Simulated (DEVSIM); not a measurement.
Structure: abrupt GaAs n-p junction, at 350 K.

| layer (left to right) | material | thickness (μm) | Nd (cm⁻³) | Na (cm⁻³) | τn (s) | τp (s) |
|---|---|---|---|---|---|---|
| 1 | GaAs | 0.900 | 1.3e15 | - | 6.6e-9 | 6.6e-9 |
| 2 | GaAs | 3.30 | - | 2.3e17 | 6.6e-9 | 6.6e-9 |

Left contact: ohmic. Right contact: ohmic. Voltage is applied to the left contact. Recombination: SRH at mid-gap, radiative. Mobility is μmin + (μ − μmin)/(1 + (N/Nref)^α).

Constants are typed, rounded textbook-type inputs, not results; the design itself was drawn at random and stands for no fabricated device. Values at 300 K; Nc and Nv go as T^1.5, mobilities as T to minus their exponent, the gap by Varshni's rule with the affinity fixed.

| parameter | GaAs |
|---|---|
| gap (eV) | 1.424 |
| affinity (eV) | 4.07 |
| permittivity | 12.9 |
| Nc (cm⁻³) | 4.7e17 |
| Nv (cm⁻³) | 9e18 |
| μn (cm²/Vs) | 8500 |
| μp (cm²/Vs) | 400 |
| μn,min | 500 |
| μp,min | 20 |
| Nref,n | 6e16 |
| Nref,p | 1.5e17 |
| αn | 0.39 |
| αp | 0.38 |
| T exponent of μn | 2.1 |
| T exponent of μp | 2.2 |
| B (cm³/s) | 2e-10 |
| Varshni α (eV/K) | 0.000541 |
| Varshni β (K) | 204 |

DEVSIM, 1D drift-diffusion, Boltzmann statistics, complete ionisation; no tunnelling, impact ionisation, image-force lowering or self-heating.

Problem. Tabulate band edges, carrier densities and field at zero bias.

Solution. Energies count from the Fermi level of the right contact; mesh points crowd at the junctions.

| x (μm) | Ec (eV) | Ev (eV) | n (cm⁻³) | p (cm⁻³) | field (V/cm) |
|---|---|---|---|---|---|
| 0.000 | 0.185 | -1.216 | 1.3e15 | < 1e2 | 4500 |
| 0.02171 | 0.194 | -1.207 | 9.4e14 | < 1e2 | 4500 |
| 0.06197 | 0.213 | -1.188 | 5.0e14 | < 1e2 | 4900 |
| 0.1305 | 0.250 | -1.151 | 1.5e14 | 300 | 5800 |
| 0.3391 | 0.410 | -0.991 | 7.5e11 | 60000 | 9500 |
| 0.5763 | 0.687 | -0.713 | 7.5e7 | 6.0e8 | 14000 |
| 0.7371 | 0.934 | -0.467 | 21000 | 2.2e12 | 17000 |
| 0.8417 | 1.120 | -0.281 | < 1e2 | 1.0e15 | 19000 |
| 0.8803 | 1.198 | -0.203 | < 1e2 | 1.3e16 | 22000 |
| 0.9010 | 1.251 | -0.150 | < 1e2 | 8.0e16 | 28000 |
| 0.9239 | 1.280 | -0.121 | < 1e2 | 2.0e17 | 3600 |
| 0.9880 | 1.283 | -0.118 | < 1e2 | 2.3e17 | ≈ 0 |
| 1.089 | 1.283 | -0.118 | < 1e2 | 2.3e17 | ≈ 0 |
| 1.282 | 1.283 | -0.118 | < 1e2 | 2.3e17 | ≈ 0 |
| 1.822 | 1.283 | -0.118 | < 1e2 | 2.3e17 | ≈ 0 |
| 2.550 | 1.283 | -0.118 | < 1e2 | 2.3e17 | ≈ 0 |
| 3.345 | 1.283 | -0.118 | < 1e2 | 2.3e17 | ≈ 0 |
| 3.762 | 1.283 | -0.118 | < 1e2 | 2.3e17 | ≈ 0 |
| 4.026 | 1.283 | -0.118 | < 1e2 | 2.3e17 | ≈ 0 |
| 4.120 | 1.283 | -0.118 | < 1e2 | 2.3e17 | ≈ 0 |
| 4.170 | 1.283 | -0.118 | < 1e2 | 2.3e17 | ≈ 0 |
| 4.200 | 1.283 | -0.118 | < 1e2 | 2.3e17 | ≈ 0 |
